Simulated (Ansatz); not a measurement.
CrO₂ in the rutile structure (space group P4_2/mnm, No. 136; ferromagnetic)

CrO₂ is taken in the tetragonal space group P4₂/mnm (No. 136), the rutile structure, Pearson symbol tP6. Conventional cell: a = b = 4.3924 Å, c = 2.8875 Å, α = β = γ = 90.00°. Cr on 2a is coordinated by 6 O at 1.884–1.891 Å (octahedral). O on 4f is coordinated by 3 Cr at 1.884–1.891 Å (trigonal planar). (Neighbours: up to the widest gap in distance over summed covalent radii, below 1.35, at either atom; cation-cation and far metal-metal contacts left out.)

Method: PBEsol in Ansatz (plane waves to 420 eV, PAW, scalar-relativistic without spin-orbit coupling). Settings: 11×11×16 k-points, 0.05 eV Fermi–Dirac smearing.

The volume per atom is 9.28 Å³ and the density is 5.01 g/cm³. The band gap is zero, the magnetic state is ferromagnetic and the total energy is -1490.559 eV/atom (σ→0; compares only within this code and set-up).

No phonon test of stability was made. No Hubbard U is applied and the magnetic state is the run's own (CrO2 ferromagnetic); small cells can't hold the antiferromagnetic order that many such compounds have, so gaps and moments can be off. The base started in Pnnm and relaxed to P4_2/mnm at this level.

Ansatz is a program for electronic structure.
